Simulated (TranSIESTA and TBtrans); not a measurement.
Junction: Na chain bridged by a linear CO unit along the axis. Leads: straight Na chain, spacing 3.3 Å. Geometry: as built, not relaxed. Transport runs along z; the first 6 and the last 6 of the 20 atoms are the lead cells, repeated to infinity.

```xyz
20
Lattice="9.000 0.000 0.000 0.000 9.000 0.000 0.000 0.000 61.970" Properties=species:S:1:pos:R:3 pbc="F F T"
Na     4.500     4.500     0.000
Na     4.500     4.500     3.300
Na     4.500     4.500     6.600
Na     4.500     4.500     9.900
Na     4.500     4.500    13.200
Na     4.500     4.500    16.500
Na     4.500     4.500    19.800
Na     4.500     4.500    23.100
Na     4.500     4.500    26.400
C      4.500     4.500    28.750
O      4.500     4.500    29.920
Na     4.500     4.500    32.270
Na     4.500     4.500    35.570
Na     4.500     4.500    38.870
Na     4.500     4.500    42.170
Na     4.500     4.500    45.470
Na     4.500     4.500    48.770
Na     4.500     4.500    52.070
Na     4.500     4.500    55.370
Na     4.500     4.500    58.670
```
Starting moments (μB): atom 11 +0.5.

Run with TranSIESTA and TBtrans (open boundaries, self-consistent; PseudoDojo norm-conserving potentials, scalar-relativistic): Spin polarized, PAO.BasisSize DZP, PAO.EnergyShift 0.15 eV, XC.Authors PBE, Mesh.Cutoff 200 Ry, ElectronicTemperature 300 K, TS.Voltage 0.0 eV, TBT.Elecs.Eta 0.001 eV.

Energies count from the leads' Fermi level. Transmissions are for each spin. The energy step is 0.01 eV; narrower resonances are cut or missed.

```tsv
E (eV)	T up	T down
-0.20	0.00843	0.0101
-0.15	0.00888	0.00941
-0.10	0.00934	0.00879
-0.05	0.00978	0.00825
0.00	0.0102	0.00779
0.05	0.0106	0.00738
0.10	0.0109	0.00702
0.15	0.0110	0.00670
0.20	0.0110	0.00643
```

Q: Give the zero-bias conductance in μS and the resistance at 300 K.

A: At the Fermi level the mean of both spins is (0.0102 + 0.00779)/2 = 0.00899. Averaged with −∂f/∂E over the full grid (kT = 25.9 meV) it is 0.00899. With G0 = 2e²/h = 77.48 μS, G = 0.697 μS and R = 1/G = 1430 kΩ.

Q: The eigenchannels at the Fermi level (both spins) transmit 0.0102, 0.00779. What Fano factor of the shot noise follows at low temperature and bias?

A: F = Σ τ(1 − τ)/Σ τ = 0.0178/0.0180 = 0.99.

Moments were seeded on the central atoms alone, and one start was tried. The straight chain is held at its spacing; free chains may zigzag or dimerise.
